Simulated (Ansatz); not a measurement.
We consider WIr3 (model structure, started from the A15 type, Pm-3n, No. 223, 8 atoms in the cell), described by LDA in Ansatz (PAW).

Settings: plane-wave cutoff 520 eV, 12×12×12 k mesh, Fermi–Dirac smearing 0.05 eV, no spin polarisation, scalar-relativistic PAW data made under PBE.

Cell (relaxed at this level):

```xyz
8
Lattice="4.8956 0.0000 0.0000 0.0000 4.8956 0.0000 0.0000 0.0000 4.8956" Properties=species:S:1:pos:R:3 pbc="T T T"
Ir     1.2239     0.0000     2.4478
Ir     3.6717     0.0000     2.4478
Ir     0.0000     2.4478     1.2239
Ir     0.0000     2.4478     3.6717
Ir     2.4478     1.2239     0.0000
Ir     2.4478     3.6717     0.0000
W      0.0000     0.0000     0.0000
W      2.4478     2.4478     2.4478
```

### Question
Predict the bulk modulus B0.

### Answer

- bulk modulus B0 = 360 GPa

Note: the run has no spin polarisation, so it can have missed a magnetic state; the bulk modulus is −V dP/dV from two relaxed cells at ±2 % in volume; the relaxation could raise the start's symmetry but not lower it, so the cell can be a saddle point.

Spin–orbit coupling is not included.

Static lattice: no zero-point or thermal effects.

Computing time: roughly 4 core-minutes.

A model structure was made by putting elements into a prototype or built by hand; it is no filed structure, need not be a known phase, and can be a saddle point held by its symmetry.

Ansatz is a quantum-chemistry and plane-wave program.
